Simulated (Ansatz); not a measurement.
An Ansatz (an electronic-structure program) input (Ansatz, PBEsol, PAW, cutoff 420 eV, spin-orbit coupling left out):

Ansatz 0.2 input:
```yaml
crystal:
  lattice:
    - [0, 2.6471965889, 2.6471965889]
    - [2.6471965889, 0, 2.6471965889]
    - [2.6471965889, 2.6471965889, 0]
  atoms:
    - { symbol: Sn, position: [0.5, 0.5, 0.5] }
    - { symbol: Ru, position: [0, 0, 0] }
basis: { ecutwfc: 420, ecutrho_ratio: 4, xc_grid: 2, fft_grid_basis: typed }
kpoints: { mp_grid: { grid: [15, 15, 15] } }
hamiltonian:
  xc: pbesol
  dispersion: none
  pseudopotentials: { kind: paw }
scf: { occupations: { method: fermi_dirac, width: 0.05 }, convergence: { dr2_threshold: 0.0000000002 } }
output: { forces: true, stress: true }
checkpoint: { write: state.ck, write_every: 1000 }
```

Problem. Which symmetry and how many k-points will the program report, and about how many plane waves at Γ?

Solution. Space group Fm-3m (ITA 225) with 48 operations, k-points 120 of 3375, and 725 plane waves at Γ.

Whether these cells are dynamically stable was not tested. The final runs are not spin-polarised. The cell was made from SnS by this change: S → Ru; the result is a hypothetical phase, not in the database extracts checked.
